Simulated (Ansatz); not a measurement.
BN (F-43m), r2SCAN, rigid bands (Ansatz, an electronic-structure program): band gap 5.01 eV, N_c = 2.07e19 cm⁻³ and N_v = 8.29e19 cm⁻³ at 300 K, conductivity masses of 0.381 mₑ (electrons) and 0.675 mₑ (holes). Take k_BT = 0.02585 eV.

**Question.** What thermal injection velocity √(2k_BT/πm) limits a ballistic channel?

**Answer.** 8.72e6 cm/s for electrons and 6.55e6 cm/s for holes, a ratio of √(m_h/m_e) = 1.33, for dilute carriers.

**Question.** Find the intrinsic carrier density and the intrinsic Fermi level.

**Answer.** n_i = √(N_c N_v) exp(−E_g/2k_BT) = 4.14e19 × exp(−96.90) = 3.4e-23 cm⁻³. The level lies (k_BT/2) ln(N_v/N_c) = 18 meV from mid-gap (positive towards the conduction band). Each 0.1 eV added to the gap lowers n_i by a factor of 6.9.

**Question.** A film of it is 5 nm thick. Estimate the confinement energies in an infinite well.

**Answer.** ħ²π²/(2m t²) = 0.376 eV·nm²/(m/mₑ × t²) gives 39.5 meV for electrons and 22.3 meV for holes, so the gap would widen to about 5.07 eV. Finite barriers and nonparabolic bands lower this, and with several valleys or bands the heaviest mass along the normal sets the lowest level, not this average.

Rigid, parabolic bands with the computed gap; masses take one relaxation time for all states. Spin-orbit coupling is left out. Geometry: cell and atoms relaxed with PBEsol.
